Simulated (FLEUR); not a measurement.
FLEUR run on TiPt3 (Pm-3m, 4 atoms in the cell): self-consistent single point.

Computed with FLEUR with PBE, all-electron FLAPW (FLEUR), scalar-relativistic valence.

The change in words: lattice scaled by 0.98. Reference geometry:
```
CELL_PARAMETERS angstrom
      3.92453     0.00000     0.00000
      0.00000     3.92453     0.00000
      0.00000     0.00000     3.92453
ATOMIC_POSITIONS crystal
  Ti 0.00000 0.00000 0.00000
  Pt 0.50000 0.50000 0.00000
  Pt 0.00000 0.50000 0.50000
  Pt 0.50000 0.00000 0.50000
```

Reference input (self-consistent single point, DFT, PBE, all-electron FLAPW (FLEUR), scalar-relativistic valence): Kmax = 4.1 1/bohr; GmaxXC = 14.3 1/bohr; xcFunctional = pbe; jspins = 1; l_soc = F; mode = gauss; fermiSmearingEnergy = 0.00367493 Htr; mesh (inpgen div1-3) = 6 6 6; inpgen gamma flag = true; Gmax = 14.3 1/bohr; numbands = 0; maxIterBroyd = 15. This run's input differs from it in these lines:

```diff
@@ -6,3 +6,3 @@
 0.0000000000 0.0000000000 1.0000000000
-7.4162868679
+7.2679603746
 1.0 1.0 1.0
@@ -45,5 +45,5 @@
          <bravaisMatrix>
-            <row-1>    7.4162868679000002     0.0000000000000000     0.0000000000000000</row-1>
-            <row-2>    0.0000000000000000     7.4162868679000002     0.0000000000000000</row-2>
-            <row-3>    0.0000000000000000     0.0000000000000000     7.4162868679000002</row-3>
+            <row-1>    7.2679603746000003     0.0000000000000000     0.0000000000000000</row-1>
+            <row-2>    0.0000000000000000     7.2679603746000003     0.0000000000000000</row-2>
+            <row-3>    0.0000000000000000     0.0000000000000000     7.2679603746000003</row-3>
          </bravaisMatrix>
```

Log, with long lists cut:

```
 Iteration:     1   Distance:      25.30885282 me/bohr^3
 Iteration:     2   Distance:      17.80208988 me/bohr^3
 Iteration:     3   Distance:      13.98183112 me/bohr^3
 Iteration:     4   Distance:       8.04861536 me/bohr^3
 Iteration:     5   Distance:       6.64876042 me/bohr^3
   [... 12 lines left out ...]
 Iteration:    18   Distance:       0.00013508 me/bohr^3
 Iteration:    19   Distance:       0.00003007 me/bohr^3
 Iteration:    20   Distance:       0.00005186 me/bohr^3
 Iteration:    21   Distance:       0.00000637 me/bohr^3
 Run finished successfully
 Stop message:
   Structural relaxation: Done

[file out, last iteration]
             iter=     22
[...]
          total density-effective poten   -9.8640714914E+04
          total charge density-energy d   -1.1143555426E+03
 Updated energy parameters for spin:           1
[...]
 fermi energy and band-weighting factors:

[...]
FERMIE:
          first approx. to ef    (T=0)  :   0.583611 htr   (energy of the highest occ. eigenvalue)
          number of occ. states  (T=0)  :        602
          first approx. to seigv (T=0)  : -17.886216 htr
          sum of weights of occ. states :  30.018519
          sum of semicore charge        :   0.000000 e
          fermi energy=   0.58291 har   work function= -15.86177 ev
          number of valence electrons=  60.00000
     band-weighting factor for spin=    1
   [... lines left out ...]
          total moment                 =     0.00000
 Direct bandgap for spin            1 :    5.7852873427876039E-003  Htr
 ---->    free energy=                    -56194.1205544565 htr
   [... lines left out ...]
      extrapolation for T->0
 ---->    total electron energy=          -56194.1205544565 htr
 ***** TOTAL FORCES ON ATOMS *****
 TOTAL FORCE FOR ATOM TYPE=  1  X=  0.000   Y=  0.000   Z=  0.000
                       FX_TOT= 0.000000 FY_TOT= 0.000000 FZ_TOT= 0.000000
 TOTAL FORCE FOR ATOM TYPE=  2  X=  3.634   Y=  3.634   Z=  0.000
                       FX_TOT= 0.000000 FY_TOT= 0.000000 FZ_TOT= 0.000000
 Structural relaxation: Done
```

The run converged in 21 iterations. FLEUR gives forces in its relaxation mode, with a further iteration, so its stop message speaks of a relaxation. Against the reference run the total energy goes up by 76.6 meV/atom.

The starting cell comes from a database of computed structures (which also holds hypothetical and non-ambient phases and stackings), without a prior relaxation at this level. For this run, on top of that: lattice scaled by 0.98. Spin-orbit coupling is off. Spin polarisation is off. Values depend on the basis (sphere radii, cutoffs, local orbitals), which need not be converged. The log's line on a gap gives a spacing of levels on this mesh, which the program prints for metals too.

Cost on one core of a shared machine: roughly 70 s.
